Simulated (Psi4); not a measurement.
Psi4 1.11, B3LYP/def2-svp, scf_type pk: V(NH)(F)2(OH) ([NH]=[V]([OH])([F])[F]), 7 atoms. The geometry is a generated start, not checked to be a minimum at this level.

```
Quantity                                          Value
-----------------------  ------------------------------
task                                             energy
method                                            b3lyp
basis                                          def2-svp
memory                                             7 GB
e_convergence                                     1e-08
d_convergence                                     1e-07
guess                    auto, which took SAD (default)
diis_max_vecs                              10 (default)
scf_initial_accelerator                 adiis (default)
dft_radial_points                          75 (default)
dft_spherical_points                      302 (default)
basis functions                                      97
grid points                                      152807
```

```xyz
7

V      0.1075     0.4305     0.0888
N      0.2489    -0.4690    -1.2219
H      0.3304    -1.0769    -2.0307
F      1.6558     0.9167     0.4181
F     -0.8312     1.7061    -0.3923
O     -0.5557    -0.4353     1.2740
H     -0.9556    -1.0722     1.8640
```
Charge 0, spin multiplicity 1.

The reference run uses exact four-centre integrals (scf_type = pk). Each setting ran once; only counts and results are compared.

Settings tried, all else as in the reference:
- scf_type = cd, cholesky_tolerance = 1e-05
- scf_type = dfdirj+link
- scf_type = cd, cholesky_tolerance = 0.0001 (default)
- scf_type = cd, cholesky_tolerance = 0.01
- scf_type = dfdirj+cosx, cosx_radial_points_final = 50, cosx_spherical_points_final = 194
- scf_type = cd, cholesky_tolerance = 1e-06
- scf_type = dfdirj+cosx, cosx_radial_points_final = 75, cosx_spherical_points_final = 302
- scf_type = cd, cholesky_tolerance = 0.001
- scf_type = dfdirj+snlink
- scf_type = dfdirj+cosx
- scf_type = dfdirj+cosx, cosx_radial_points_final = 25, cosx_spherical_points_final = 50
- scf_type = mem_df

Problem. Which settings reproduce the reference to 1.0 meV/atom in energy?

Solution. Within it: scf_type = mem_df; scf_type = cd, cholesky_tolerance = 1e-06; scf_type = cd, cholesky_tolerance = 1e-05; scf_type = dfdirj+link; scf_type = dfdirj+snlink; scf_type = dfdirj+cosx, cosx_radial_points_final = 50, cosx_spherical_points_final = 194; scf_type = dfdirj+cosx, cosx_radial_points_final = 75, cosx_spherical_points_final = 302. Outside: scf_type = dfdirj+cosx, cosx_radial_points_final = 25, cosx_spherical_points_final = 50; scf_type = cd, cholesky_tolerance = 0.0001 (default); scf_type = dfdirj+cosx; scf_type = cd, cholesky_tolerance = 0.001; scf_type = cd, cholesky_tolerance = 0.01.

```tsv
setting	energy against the reference
scf_type = mem_df	−0.033 meV/atom
scf_type = cd, cholesky_tolerance = 1e-06	−0.084 meV/atom
scf_type = cd, cholesky_tolerance = 1e-05	−0.19 meV/atom
scf_type = dfdirj+link	−0.33 meV/atom
scf_type = dfdirj+snlink	−0.34 meV/atom
scf_type = dfdirj+cosx, cosx_radial_points_final = 50, cosx_spherical_points_final = 194	+0.45 meV/atom
scf_type = dfdirj+cosx, cosx_radial_points_final = 75, cosx_spherical_points_final = 302	+0.48 meV/atom
scf_type = dfdirj+cosx, cosx_radial_points_final = 25, cosx_spherical_points_final = 50	−3.3 meV/atom
scf_type = cd, cholesky_tolerance = 0.0001 (default)	−3.7 meV/atom
scf_type = dfdirj+cosx	+4.1 meV/atom
scf_type = cd, cholesky_tolerance = 0.001	−8.8 meV/atom
scf_type = cd, cholesky_tolerance = 0.01	−36 meV/atom
```

Total energies are compared; such shifts often cancel in part in energy differences. The DFDIRJ builders fit J, which adds its shift to that of exchange. Psi4 runs the final COSX grid once, on the density of the start grid. No test of the SCF solution's stability was run. Also tried and not ranked: scf_type = direct (same energy as a listed run). The tolerance is a choice made for this comparison.
